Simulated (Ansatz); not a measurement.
Cell and atoms of amorphous Ti20O41Mg:

```xyz
62
Lattice="8.9295 0.0012 -0.1726 0.0012 9.1347 -0.1489 -0.1726 -0.1489 9.3102" Properties=species:S:1:pos:R:3 pbc="T T T"
Ti     1.2185     8.9766     1.0593
Ti     5.4818     2.8828     1.3272
Ti     6.4580     8.8315    -0.2459
Ti     2.6309     8.3677     5.8131
Ti     5.9980     6.3478     7.1927
Ti     5.4654     5.3588     4.1312
Ti    -0.0550     6.2073     2.9749
Ti     2.9051     1.9049     2.3773
Ti     6.2521     2.0086     4.2513
Ti     8.4197     3.6506     5.5405
Ti     8.7555     1.1195     8.1301
Ti     2.2153     4.3417     4.0489
Ti     8.2536    -0.0783     5.0910
Ti     7.7292     4.5135     8.8726
Ti     4.8786     8.6290     3.0238
Ti     5.6330     6.0371     1.2699
Ti     8.8581     3.0817     1.8922
Ti     2.7086     5.0375     7.1564
Ti     2.1185     5.5151     1.1423
Ti     4.5454     1.7822     7.4624
O      8.7026     7.4479     4.0699
O      3.2781     0.5569     7.0631
O      4.8639     1.6004     2.9286
O      8.1047     1.8486     4.6977
O      1.9264     5.9387     3.1178
O      0.9113     1.4574     2.2083
O      8.5083     2.8404    -0.0472
O      2.3101     6.7406     6.4926
O      6.5126     0.0193     4.0411
O      7.1780     2.5033     2.2932
O      6.8363     6.3531     9.0041
O      5.4950     1.8213     5.9343
O      2.0720     3.7335     2.0710
O      0.8790     7.2120     1.3769
O      7.0505     5.9483     2.5233
O      1.3962     4.2655     5.8096
O      7.6788     4.6823     7.0203
O      2.9391     0.0235     2.0126
O      4.8186     6.7765     3.0134
O      5.7353     1.3424     8.9406
O      3.3692     3.1401     7.2273
O      1.6270     5.0126     8.6189
O     -0.0088     4.9245     1.3010
O      6.1980     4.2519     0.1769
O      7.9451    -0.0649     6.8566
O      8.2213     0.1163     0.3024
O      3.8013     2.4356     0.8059
O      5.0752     4.3310     2.3778
O      0.2356     2.4024     6.9950
O      6.6378     3.8475     4.6942
O      5.5131     8.0769     7.5229
O      3.7780     6.0389     0.8183
O      0.0738     4.2575     3.7769
O      2.6333     2.4704     4.1669
O      3.7850     8.5668     4.4612
O      4.5066     5.4888     7.5098
O      1.3809     0.3787     8.8246
O      1.2028     0.2488     5.4212
O      6.2322     6.4220     5.3785
O      5.5971     8.1689     1.1929
O      3.8357     4.8839     4.8323
Mg     2.0318     2.0764     6.0788
```

The numbers are results of PBE, scalar-relativistic without spin-orbit coupling (plane waves to 420 eV, PAW; Ansatz, an electronic-structure program), not measurements.

The cell was made by melting and quenching with the CHGNet potential and then relaxed with DFT. O atoms were pushed apart under 1.9 Å during the dynamics, to hinder bonds among them. The hot cell started wider than the set density and was brought back towards it in steps. It is the lowest in DFT energy of 2 quenches. It is a model cell: composition and starting density were chosen by hand, and all elements were melted together. No dispersion term was used. Its density started from a set value of 3.58 and ended at 3.58 g/cm³. The quench (nominally 360 K/ps over its main leg) was far faster than any real one, so the model tends to hold more defects than a real film. A cell of this size samples the disorder only roughly. The volume was held where the preparation left it and the shape relaxed, at a PBE pressure of 1.6 GPa. Stress components on the final sampling reach 1.7 GPa. On a 2×2×2 Γ-centred mesh force components of up to 0.23 eV/Å stay, since the relaxation ran on the zone centre alone.

Neighbours within Ti-Ti 3.12 Å, Ti-O 2.52 Å, Ti-Mg 3.16 Å, O-O 1.58 Å, O-Mg 2.48 Å, Mg-Mg 3.19 Å count as bonded. Two cations that share two anions don't count as bonded, nor two that share one unless they lie closer than Ti-Ti 3.04 Å, Ti-Mg 3.07 Å, Mg-Mg 3.10 Å.

### Question
Give the coordination numbers, mean bond lengths and angles.

### Answer

```json
{
  "Mean coordination of Ti by anions": "5.50 (2 with 4, 7 with 5, 10 with 6, 1 with 7)",
  "Mean coordination of O": "2.83 (13 with 2, 22 with 3, 6 with 4)",
  "Mean coordination of Mg by anions": "6.00 (1 with 6)",
  "Mean Ti-O bond": "1.965 Å (spread 0.139 Å, 110 counted)",
  "Mean O-Mg bond": "2.125 Å (spread 0.093 Å, 6 counted)",
  "Bond angle at Ti": "mean 104.4°, spread 27.7°",
  "Bond angle at O": "mean 116.6°, spread 22.7°",
  "Bond angle at Mg": "mean 103.3°, spread 26.9°"
}
```

### Question
List the pairs of like atoms that count as bonded by the rules above.

### Answer
There are none by these rules.
